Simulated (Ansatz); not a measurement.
Consider the following.

```xyz
4
Lattice="3.7976 0.0000 0.0000 -1.8988 3.2888 0.0000 0.0000 0.0000 6.1101" Properties=species:S:1:pos:R:3 pbc="T T T"
Zn     0.0000     2.1925    -0.0093
Zn     1.8988     1.0963     3.0458
S      0.0000     2.1925     2.3005
S      1.8988     1.0963     5.3556
```

Level of theory: PBEsol with spin-orbit coupling, rigid bands (plane waves, PAW; Ansatz, a first-principles code). Condition of this run: uniaxial stress zz = 2 GPa (compression positive) (the target of the relaxation). Cell: cell and atoms relaxed with PBEsol, then loaded as said.

Task: What conductivity effective mass do dilute electrons have at 300 K?

Result: 0.189 (x), 0.189 (y), 0.175 (z) mₑ.

Task: What conductivity effective mass do dilute holes have at 300 K?

Result: 1.23 (x), 1.23 (y), 1.02 (z) mₑ.

Task: And the band gap?

Result: 2.22 eV at this level; semilocal functionals usually fall short of the measured gap.

Rigid bands, one relaxation time for all states, no polarons.
